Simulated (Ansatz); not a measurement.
Consider the following.

```yaml
crystal:
  lattice:
    - [0.00000, 2.89864, 2.89864]
    - [2.89864, 0.00000, 2.89864]
    - [2.89864, 2.89864, 0.00000]
  atoms:
    - { symbol: In, position: [0.00000, 0.00000, 0.00000] }
    - { symbol: As, position: [0.25000, 0.25000, 0.25000] }
```

No spin polarisation.

Level of theory: PBE, PAW, 420 eV (Ansatz, a program for electronic structure; no SOC). Settings: 9×9×9 k-points, 0.05 eV Fermi–Dirac smearing.

Question: Predict the electron mass, hole mass and band gap.

Answer: The electron mass is 0.030 mₑ (at Γ). The hole mass (degenerate bands, along [100]) is 0.030, 0.34, 0.34 mₑ (at Γ) and the band gap is 0.45 eV.

Load acts through the strain it causes; cell and atoms are relaxed under it. Effective masses come from finite differences of ±0.01 Å⁻¹. Whether these cells are dynamically stable was not tested. Measured, InAs leaves this structure (for rock salt) near 7 GPa (temperature not stated; as listed in Datta, Sujoy, Jana, Debnarayan, arXiv (2020)). The cell was made from InAs in the zinc blende structure (space group F-43m, No. 216) by this change: pressure 15 GPa.
